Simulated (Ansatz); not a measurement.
# MnCdO3: element substitutions

Consider MnCdO$_{3}$ in the cubic perovskite structure (space group Pm-3m, No. 221; a = 3.7174 Å; ferromagnetic; a model cell, its experimental status unchecked).

Each row replaces one element on all its sites; cell and atoms are relaxed.

Calculations: PBEsol (Ansatz, a first-principles code), no SOC.

| change | volume per atom | largest site moment |
|---|---|---|
| base | 10.27 Å³ | 2.29 μB |
| O → F | 14.10 Å³ | 3.99 μB |
| O → S | 18.45 Å³ | 2.68 μB |
| Mn → Co | 10.12 Å³ | 1.59 μB |

No phonon test of stability was made. As relaxed here, MnCdF3, MnCdS3 and CdCoO3 are hypothetical phases, not in the database extracts checked. No Hubbard U is applied and the magnetic state is the run's own (MnCdF3 ferromagnetic; MnCdO3 ferromagnetic; CdCoO3 ferromagnetic); other magnetic orders, which need larger cells, were not tried and can change the gap. Many cubic perovskites are stable only at high temperature; tilts and polar distortions were not tested.
